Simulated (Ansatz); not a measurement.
Base system: PbS in the rock salt structure (space group Fm-3m, No. 225).

```
CELL_PARAMETERS angstrom
      0.00000     2.98749     2.98749
      2.98749     0.00000     2.98749
      2.98749     2.98749     0.00000
ATOMIC_POSITIONS crystal
  S  0.00000 0.00000 0.00000
  Pb 0.50000 0.50000 0.50000
```

Cartesian axes are those of the cell as printed.

Method: r2SCAN (Ansatz, a quantum-chemistry and plane-wave program, PAW, spin-orbit coupling left out), earlier PAW set.

Strains are applied to the cell and any free atomic positions relax; under biaxial strain the out-of-plane vector relaxes too.

One change was made to it. Results:

| quantity | base | after |
|---|---|---|
| energy relative to the base (free energy F) | 0 meV/atom | +4.6 meV/atom |
| volume per atom | 26.66 Å³ | 26.15 Å³ |
| valley order (the lowest conduction-band minima on the path, energy above the VBM, named in the base's zone) | L along ⟨111⟩ 0.70 eV; a point along ⟨110⟩, about 0.6 Å⁻¹ from Γ 1.59 eV | L along [1-1-1] 0.48 eV; L along [111] 0.65 eV; a point along [1-10], about 0.6 Å⁻¹ from Γ 1.39 eV; a point along [110], about 0.6 Å⁻¹ from Γ 1.66 eV |

Which change produced these results?
A) isotropic strain +1.77 %
B) isotropic strain −3.44 %
C) biaxial strain +0.18 %, plane normal [001], relaxed out of plane
D) uniaxial strain ε_yy = −0.50 %
E) biaxial strain −1.57 %, plane normal [110], relaxed out of plane

E, biaxial strain −1.57 %, plane normal [110], relaxed out of plane. For comparison, the valley order in the other runs: isotropic strain +1.77 % gives L along ⟨111⟩ 0.88 eV; a point along ⟨110⟩, about 0.6 Å⁻¹ from Γ 1.72 eV; uniaxial strain ε_yy = −0.50 % gives L along [1-11] 0.68 eV; a point along [101], about 0.6 Å⁻¹ from Γ 1.57 eV; biaxial strain +0.18 %, plane normal [001], relaxed out of plane gives L along [1-1-1] 0.71 eV; a point along [1-10], about 0.6 Å⁻¹ from Γ 1.60 eV; isotropic strain −3.44 % gives L along ⟨111⟩ 0.25 eV; a point along ⟨110⟩, about 0.7 Å⁻¹ from Γ 1.27 eV.

With Pb present, leaving out spin-orbit coupling can change the band edges. The levels and masses belong to the bands next to the band gap. No phonon test of stability was made.
